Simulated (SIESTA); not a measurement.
SIESTA 5.4.2, DFT, PBE, numerical atomic orbitals DZP, PseudoDojo PBE standard norm-conserving (rewritten from UPF to PSML): Al2O3 (from the phase in space group 167, mp-1143) (O6Al4), 10 atoms. Basis and mesh were picked for this test and aren't claimed converged.

```json
{
 "cell": "5.18, 5.18, 5.18 Å; 55.3, 55.3, 55.3°",
 "task": "scf",
 "k mesh": "6×6×6",
 "PAO.BasisSize": "DZP",
 "PAO.EnergyShift": "0.01 Ry",
 "MeshCutoff": "300 Ry",
 "ElectronicTemperature": "300 K",
 "MaxSCFIterations": "200",
 "SCF.DM.Tolerance": "0.0001",
 "Diag.ParallelOverK": "true",
 "SolutionMethod": "diagon (default)",
 "Diag.Algorithm": "Divide-and-Conquer (default)",
 "SCF.H.Tolerance": "0.001 eV (default)",
 "k-points": "132",
 "basis_orbitals": "130",
 "electrons": "48",
 "real_space_mesh": "48×48×48"
}
```

Settings of this run: SCF.Mixer.Method = linear, SCF.Mixer.Weight = 0.25, SCF.Mixer.History = 6, SCF.Mix = Hamiltonian, SCF.Mix.First = true, SCF.Mixer.Restart = 0; 2 ranks.

```
iteration  FreeEng (eV)     dDmax  dHmax (eV)
---------  ------------  --------  ----------
1          -2962.365416  1.714960    5.303747
2          -2966.113153  0.055178    2.011319
3          -2966.653728  0.021118    0.757078
4          -2966.728879  0.009840    0.290925
5          -2966.739840  0.005342    0.117728
6          -2966.741800  0.003222    0.053640
7          -2966.742330  0.002364    0.035361
8          -2966.742545  0.001817    0.025195
9          -2966.742650  0.001359    0.018476
10         -2966.742705  0.001004    0.013746
11         -2966.742734  0.000738    0.010300
12         -2966.742750  0.000541    0.007743
13         -2966.742758  0.000396    0.005829
14         -2966.742762  0.000289    0.004391
15         -2966.742765  0.000211    0.003308
16         -2966.742766  0.000155    0.002493
17         -2966.742767  0.000113    0.001878
18         -2966.742767  0.000083    0.001415
19         -2966.742768  0.000060    0.001066
20         -2966.742768  0.000044    0.000803
```

It converged after 20 SCF iterations.

**Question.** The cycle is slow. Which setting should be changed?

**Answer.** One answer among several that fit: SCF.Mixer.Method = Broyden (9 SCF iterations), all else kept. With more settings changed, the fewest of all runs of this system: SCF.Mixer.Method = Pulay, SCF.Mixer.Weight = 0.5, SCF.Mixer.Variant = stable (default) (7). The first change moves the result by: energy equal as printed, forces (largest component) 0.079 meV/Å, pressure 0.0018 GPa. Counts are of single runs.
